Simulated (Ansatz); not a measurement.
We consider CsCl-type TiCo, described by BLYP in Ansatz (PAW).

Run with plane-wave cutoff 520 eV, 22×22×22 k mesh, Fermi–Dirac smearing 0.029 eV (set by the program), no spin polarisation, scalar-relativistic PAW data made under PBE.

Computed at the level's own relaxed cell.

Question: Give the computed elastic constant C11, elastic constant C12, Poisson ratio, elastic constant C44 and Voigt–Reuss–Hill shear modulus (Hill average).

Answer: 
- elastic constant C11 = 199 GPa
- elastic constant C12 = 146 GPa
- Poisson ratio = 0.398
- elastic constant C44 = 44.3 GPa
- Voigt–Reuss–Hill shear modulus (Hill average) = 36.0 GPa

Elastic constants are with the ions relaxed.

Computed values are for the static lattice.

Ansatz is a quantum-chemistry and plane-wave program.
